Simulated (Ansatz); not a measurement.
System: BGeCN (model structure, started from the AlSiCN type, R3m, No. 160, 4 atoms in the cell). Method: PBE (plane waves, PAW; Ansatz, an electronic-structure program).

Numerical settings: plane-wave cutoff 520 eV, 20×20×20 k mesh, Fermi–Dirac smearing 0.05 eV, scalar-relativistic PAW data made under PBE.

Cell (relaxed at this level):

BCGeN is modelled in the trigonal space group R3m, hexagonal axes (No. 160), Pearson symbol hR4. Conventional cell: a = 2.9423 Å, b = 2.9423 Å, c = 14.4616 Å, α = 90.00°, β = 90.00°, γ = 120.00°. B on 3a is coordinated by 1 N at 1.652 Å and 3 C at 1.745 Å (tetrahedral). N on 3a sees 1 B at 1.652 Å and 3 Ge at 1.904 Å (tetrahedral). Ge on 3a sees 3 N at 1.904 Å and 1 C at 1.907 Å (tetrahedral). C on 3a is coordinated by 3 B at 1.745 Å and 1 Ge at 1.907 Å (tetrahedral). (Neighbours: up to the widest gap in distance over summed covalent radii, below 1.35, at either atom.)
(The calculation used a cell of 4 atoms; values per cell refer to that cell.)

Question: What does this level give for the band gap and smallest direct gap on the k points sampled?

Answer: 
- band gap: 0.51 eV (indirect)
- smallest direct gap on the k points sampled: 1.18 eV

Note: the relaxation could raise the start's symmetry but not lower it, so the cell can be a saddle point.

Spin–orbit coupling is not included.

The computed numbers hold no vibrational or temperature effects.

A model structure was made by putting elements into a prototype or built by hand; it is no filed structure, need not be a known phase, and can be a saddle point held by its symmetry.
